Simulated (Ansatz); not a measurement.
Base system: ZrN in the rock salt structure (space group Fm-3m, No. 225; a = 4.553 Å; relaxed with 0.1 eV smearing). Axes: x, y, z lie along the cube axes.

All numbers come from plane-wave PAW DFT at the PBEsol level (Ansatz, an electronic-structure program, 420 eV), scalar-relativistic without spin-orbit coupling, earlier PAW set.

Perturbation: the cell is stretched by 4.32 % along z with no lateral relaxation, atoms relaxed at fixed cell.

Q: Predict the stress tensor and what it implies for the stiffness.

A: Stress of the strained cell less that of the base (GPa, compression positive):
```
   -4.4     0.0     0.0
    0.0    -4.4     0.0
    0.0     0.0   -19.5
```

Then −Δσ_ii/ε with ε = 0.0432 gives secant stiffness values (nonlinear terms included at this strain): C33 ≈ 452 GPa, C13 ≈ 101 GPa and C23 ≈ 101 GPa.

As a check, the harmonic strain energy −½ V₀ Δσ:ε is 31 meV/atom; the computed energy rise is 34 meV/atom.

Whether these cells are dynamically stable was not tested. All final runs are without spin polarisation.
